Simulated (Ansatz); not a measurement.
Input:

```
CELL_PARAMETERS angstrom
      4.17189     0.00000     0.00000
     -2.08595     3.61296     0.00000
      0.00000     0.00000     6.79603
ATOMIC_POSITIONS crystal
  Cd 0.33333 0.66667 0.00038
  Cd 0.66667 0.33333 0.50038
  S  0.33333 0.66667 0.37662
  S  0.66667 0.33333 0.87662
```

No spin polarisation.

Calculations: LDA, PAW, 420 eV (Ansatz, an electronic-structure program; without spin-orbit coupling). Settings: 9×9×5 k-points, 0.05 eV Fermi–Dirac smearing.

Q: Predict the pressure, space group, band gap and gap character.

A: 
- Pressure (mean of the normal stresses, compression positive) = -4.10 GPa
- Space group = P6_3mc (No. 186)
- Band gap = 0.87 eV
- Gap character = direct at Γ

The cells carry an imposed strain or load. Whether these cells are dynamically stable was not tested. The cell was made from CdS in the wurtzite structure (space group P6_3mc, No. 186) by this change: isotropic strain +2.40 %.
